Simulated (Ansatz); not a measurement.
# Short convergence ladders for Cu₃AsSe₄ (Fmm2, 8 atoms in the cell)

```xyz
8
Lattice="-2.7714 2.7714 5.5085 2.7714 -2.7714 5.5085 2.7714 2.7714 -5.5085" Properties=species:S:1:pos:R:3 pbc="T T T"
Cu     2.7714     0.0000     2.7543
Cu     0.0000     2.7714     2.7543
Cu     0.0000     0.0000     5.5585
As     0.0000     0.0000     0.0000
Se    -1.3649     1.3649     6.9281
Se     1.3649     1.3649     4.0890
Se     1.3649    -1.3649     6.9281
Se     1.4065     1.4065    -1.4195
```

Base method: PBEsol, default PAW files made with PBE (plane waves; Ansatz, a program for electronic structure).

Base settings: basis.ecutwfc = 30.9 Ry; kpoints.mp_grid.grid = 4 4 4; hamiltonian.xc = pbesol; hamiltonian.pseudopotentials = {kind: paw} (the program's default PAW files); scf.occupations.method = fermi_dirac; scf.occupations.width = 0.0073 Ry.

The count of work is k-points × plane waves × bands × iterations; it is no time. Core times come from one kind of shared machine, to one figure; runs under 30 s give none.

**Shifted k-point meshes**

In this ladder: kpoints.mp_grid.shift = 0.5 0.5 0.5.

Only quantities that move along the ladder and can be compared are tabulated.

```csv
kpoints.mp_grid.grid,free energy less the last step's (meV/atom),largest difference of a force vector from the last step's (eV/Å),count of work / last,core time / last (rough)
2 2 2,7.88,0.240,0.0087,–
4 4 4,0.09,0.010,0.044,–
6 6 6,-0.08,0.002,0.12,0.1
8 8 8,-0.02,0.000,0.26,0.3
13 13 13,0.00,0.000,1.0,1
```

Coarsest kpoints.mp_grid.grid that holds the forces within 0.02 eV/Å of the last step, with all finer ones: 4 4 4, at 0.044 of the last step's count of work; the step before is off by 0.24 eV/Å.

Coarsest kpoints.mp_grid.grid that holds the free energy within 2 meV/atom of the last step, with all finer ones: 4 4 4, at 0.044 of the last step's count of work; the step before is off by 7.9 meV/atom.

**The k-point mesh at a smearing width of 0.05 eV**

In this ladder: scf.occupations.width = 0.0037 Ry.

The second cell is the first with its lattice scaled by 0.98.

Only quantities that move along the ladder and can be compared are tabulated.

```csv
kpoints.mp_grid.grid,free energy less the last step's (meV/atom),energy of the compressed cell less the first (meV/atom),pressure (GPa),largest difference of a force vector from the last step's (eV/Å),count of work / last,core time / last (rough)
3 3 3,5.78,14.62,-0.40,0.009,0.082,–
5 5 5,0.04,14.03,-0.49,0.002,0.22,0.3
8 8 8,-0.10,13.93,-0.49,0.003,0.76,1
9 9 9,0.00,13.87,-0.50,0.000,1.0,1
```

Coarsest kpoints.mp_grid.grid that holds the free energy within 5 meV/atom of the last step, with all finer ones: 5 5 5, at 0.22 of the last step's count of work and about 0.3 of the last step's time; the step before is off by 5.8 meV/atom.

Coarsest kpoints.mp_grid.grid that holds the forces within 0.005 eV/Å: not settled: the last two steps still differ by 0.003 eV/Å, over half the tolerance, so the ladder does not show it.

Coarsest kpoints.mp_grid.grid that holds the energy of the compressed cell less the first within 0.2 meV/atom of the last step, with all finer ones: 5 5 5, at 0.22 of the last step's count of work and about 0.3 of the last step's time; the step before is off by 0.75 meV/atom.

The energy difference between the two cells stays within 1 meV/atom of the last step's from 3 3 3 on, the total only from 5 5 5 on: much of the error is common to both cells and cancels.

**The mesh under tetrahedron occupations**

In this ladder: scf.occupations.method = tetrahedron; scf.occupations.width = default.

Only quantities that move along the ladder and can be compared are tabulated.

| kpoints.mp_grid.grid | free energy less the last step's (meV/atom) | pressure (GPa) | largest difference of a force vector from the last step's (eV/Å) | count of work / last | core time / last (rough) |
|---|---|---|---|---|---|
| 4 4 4 | 1.99 | -0.67 | 0.095 | 0.053 | 0.07 |
| 6 6 6 | 1.06 | -0.64 | 0.058 | 0.13 | 0.1 |
| 8 8 8 | 0.03 | -0.59 | 0.019 | 0.28 | 0.2 |
| 13 13 13 | 0.00 | -0.57 | 0.000 | 1.0 | 1 |

Coarsest kpoints.mp_grid.grid that holds the free energy within 0.5 meV/atom of the last step, with all finer ones: 8 8 8, at 0.28 of the last step's count of work and about 0.2 of the last step's time; the step before is off by 1.1 meV/atom.

Coarsest kpoints.mp_grid.grid that holds the pressure within 0.05 GPa: not settled: the last two steps still differ by 0.03 GPa, over half the tolerance, so the ladder does not show it.

Coarsest kpoints.mp_grid.grid that holds the forces within 0.01 eV/Å: not settled: the last two steps still differ by 0.019 eV/Å, over half the tolerance, so the ladder does not show it.

On the base run: the starting cell comes from a database of computed structures (which also holds hypothetical and non-ambient phases and stackings), without a prior relaxation at this level. Its lattice was rescaled by up to half a per cent. One atom was moved a little off its site on purpose. Spin polarisation is off. Ansatz's pressure includes its estimate of the finite-basis (Pulay) stress. The run gives no clean gap (levels at the Fermi energy touch, overlap or are partly filled at this smearing), which alone does not show that the compound is a metal.

Keys are those of Ansatz 0.2.
